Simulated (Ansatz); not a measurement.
## Response to strain in Ru

Take Ru in the hcp (Mg type) structure (space group P6_3/mmc, No. 194; a = 2.676 Å, c = 4.224 Å; relaxed with 0.1 eV smearing) as the base.

Strains are applied to the cell and any free atomic positions relax.

Computed with LDA (Ansatz, an electronic-structure program), scalar-relativistic without spin-orbit coupling.

Candidates:
(a) isotropic strain −1.50 %
(b) isotropic strain +3.00 %
(c) isotropic strain +0.50 %

Notes on the quantities. energy relative to the base: free energy F.

Problem. Order them by energy relative to the base, lowest first.

Solution. (c) isotropic strain +0.50 % (+3.3 meV/atom), (a) isotropic strain −1.50 % (+32 meV/atom), (b) isotropic strain +3.00 % (+108 meV/atom)

No phonon test of stability was made. The final runs are not spin-polarised.
